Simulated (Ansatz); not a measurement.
Ce, response to strain

Consider Ce in the fcc (Cu type) structure (space group Fm-3m, No. 225; a = 4.5898 Å; relaxed with 0.1 eV smearing). Axes: x, y, z lie along the cube axes.

Strains are applied to the cell and any free atomic positions relax; under biaxial strain the out-of-plane vector relaxes too.

The values are results of PBEsol in Ansatz (plane waves to 420 eV, PAW, no SOC), earlier PAW set, not measurements.

Candidates:
(a) isotropic strain −0.61 %
(b) uniaxial strain ε_yy = +5.59 %
(c) biaxial strain −1.62 %, plane normal [111], relaxed out of plane
(d) isotropic strain +0.86 %
(e) biaxial strain +2.05 %, plane normal [001], relaxed out of plane

Notes on the quantities. energy relative to the base: free energy F.

Order them by energy relative to the base, highest first.

(b) uniaxial strain ε_yy = +5.59 % (+14 meV/atom), (c) biaxial strain −1.62 %, plane normal [111], relaxed out of plane (+5.4 meV/atom), (e) biaxial strain +2.05 %, plane normal [001], relaxed out of plane (+4.7 meV/atom), (d) isotropic strain +0.86 % (+2.3 meV/atom), (a) isotropic strain −0.61 % (+1.2 meV/atom)

Open 4f shells without U are poorly described, and the f state was not checked. Whether these cells are dynamically stable was not tested. Seeded moments were not kept for the base. All final runs are without spin polarisation.

Ansatz is a program for electronic structure.
